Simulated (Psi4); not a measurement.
Psi4 1.11, TPSS/def2-svp: Mo(O)2(Br)(NMe2) (C[N](C)[Mo](=[O])(=[O])[Br]), 13 atoms. The geometry is a generated start, not checked to be a minimum at this level.

```yaml
task: energy
method: tpss
basis: def2-svp
memory: 3 GB
maxiter: 100
keys_of_the_molecule_block: symmetry c1
scf_type: df (default)
guess: auto, which took SAD (default)
scf_initial_accelerator: adiis (default)
e_convergence: 1e-06 (default)
d_convergence: 1e-06 (default)
dft_radial_points: 75 (default)
dft_spherical_points: 302 (default)
effective_core_potentials: those of the basis set, past Kr
basis_functions: 163
grid_points: 277037
```

```xyz
13

Mo     0.5771     1.6581     0.3591
O      2.1538     1.7271    -0.0569
O      0.0043     2.0769     1.8288
Br    -0.6178     2.9444    -1.2306
N     -0.0118    -0.0879     0.0041
C     -1.1096    -0.7456     0.6918
C      0.6665    -1.0222    -0.8784
H     -1.8075    -1.1816    -0.0355
H     -0.7293    -1.5525     1.3340
H     -1.6499    -0.0197     1.3090
H      0.9976    -1.9077    -0.3199
H     -0.0109    -1.3516    -1.6762
H      1.5377    -0.5379    -1.3293
```

Charge 0 and multiplicity 1 are set for this test and not shown to be the ground state.

One run each on 2 threads. Values of diis_max_vecs tried: 3, 6, 10 (default), 20.

Task: How does the count of SCF iterations change with diis_max_vecs, and where is it least?

Result: Fewest SCF iterations, within one of each other: 10 (default) with 12, 20 with 13. The count rises to 14 at 6. The run ends without SCF convergence in 100 iterations at 3.

| diis_max_vecs | SCF iterations | end |
|---|---|---|
| 3 | 100 | no convergence |
| 6 | 14 | same solution |
| 10 (default) | 12 | same solution |
| 20 | 13 | same solution |
